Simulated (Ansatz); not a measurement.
Gap of a one-dimensional NaF body, 2 atoms a period at several levels, all on one geometry.

```xyz
2
Lattice="11.0000 0.0000 0.0000 0.0000 11.0000 0.0000 0.0000 0.0000 4.1284" Properties=species:S:1:pos:R:3 pbc="T T T"
Na     5.5000     5.5000     0.0000
F      5.5000     5.5000     2.0642
```

Levels: PBE (plane waves to 420 eV, PAW; Ansatz, an electronic-structure program); r2SCAN (plane waves to 500 eV, PAW; Ansatz); HSE06 run with Ansatz. Unmarked values and the geometry are of the first. Mesh 1×1×72. No spin polarisation. One-dimensional cell, images about 11 Å apart. A hypothetical model. Symmetry and one short period hold its shape; lower forms weren't sought. Pairing along the axis, which can open a gap, is among the distortions not tried. HSE06 ran on a 1×1×5 mesh and at PBE's edge points.

| level | gap (eV) |
|---|---|
| PBE | 5.31 |
| r2SCAN | 6.18 |
| HSE06 | ? |

Problem. What belongs in the gaps?

Solution. 
- HSE06, gap (eV): 7.03
